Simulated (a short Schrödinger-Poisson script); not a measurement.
Solved with a short Schrödinger-Poisson script written for these runs: one-band effective-mass equation with BenDaniel-Duke matching, electrons, heavy and light holes apart, hard walls at the outer ends, one valence edge for both holes (no strain splitting), no charge, excitons, band mixing or non-parabolicity; under a field the levels are quasi-bound states of a box, listed while three quarters of their weight lies within 4 nm of the wells.

Stack: single GaAs/Al0.4Ga0.6As quantum well.

From the first side: 20 nm Al0.4Ga0.6As; 10 nm GaAs; 20 nm Al0.4Ga0.6As.

The device is made up for the run: typed textbook-type constants, with dimensions and the other settings drawn at random. GaAs: direct gap (eV) 1.424, conduction-band edge (eV) 0, electron mass (mₑ) 0.067, heavy-hole mass 0.377, light-hole mass 0.09. Al0.4Ga0.6As: direct gap (eV) 1.923, conduction-band edge (eV) 0.316, electron mass (mₑ) 0.1002, heavy-hole mass 0.417, light-hole mass 0.126.

The valence-band edge of each layer lies one gap below its conduction-band edge. The electron's potential energy rises along the stack by the applied field. Mesh 0.03 nm at interfaces.

Question: Give the e1 above the well's band edge (meV); the squared e1-hh1 overlap at zero applied field; the hh1 − lh1 (meV).

Answer: e1 above the well's band edge (meV): 31.8; squared e1-hh1 overlap at zero applied field: 0.99; hh1 − lh1 (meV): 15.1. Excitons are left out, and strain enters only through the typed gaps and offsets, so measured lines lie elsewhere.
